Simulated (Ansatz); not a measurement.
Results of LDA in Ansatz (plane waves, PAW) for GaN (model structure, started from the NiAs type, P6₃/mmc, No. 194, 4 atoms in the cell).

Numerical settings: plane-wave cutoff 520 eV, 12×12×8 k mesh (along the axes of the cell as run), Fermi–Dirac smearing 0.01 eV, scalar-relativistic PAW data made under PBE.

Cell (relaxed at this level):

```cif
data_Ga2N2
_chemical_formula_sum 'Ga2 N2'
_space_group_name_H-M_alt 'P 1'
_space_group_IT_number 1
_cell_length_a 2.94182
_cell_length_b 2.94182
_cell_length_c 4.99194
_cell_angle_alpha 90.000
_cell_angle_beta 90.000
_cell_angle_gamma 120.000
loop_
_space_group_symop_operation_xyz
  'x, y, z'
loop_
_atom_site_label
_atom_site_type_symbol
_atom_site_fract_x
_atom_site_fract_y
_atom_site_fract_z
_atom_site_occupancy
Ga1 Ga 0.00000 0.00000 0.00000 1
Ga2 Ga 0.00000 0.00000 0.50000 1
N1 N 0.33333 0.66667 0.25000 1
N2 N 0.66667 0.33333 0.75000 1
```

**Question.** What does this level give for the band gap and smallest direct gap on the k points sampled?

**Answer.** 
band gap: 1.22 eV (indirect)
smallest direct gap on the k points sampled: 2.09 eV

Note: the relaxation could raise the start's symmetry but not lower it, so the cell can be a saddle point.

Spin–orbit coupling is not included.

Static lattice: no zero-point or thermal effects.

A model structure was made by putting elements into a prototype or built by hand; it is no filed structure, need not be a known phase, and can be a saddle point held by its symmetry.

Ansatz is a quantum-chemistry and plane-wave program.
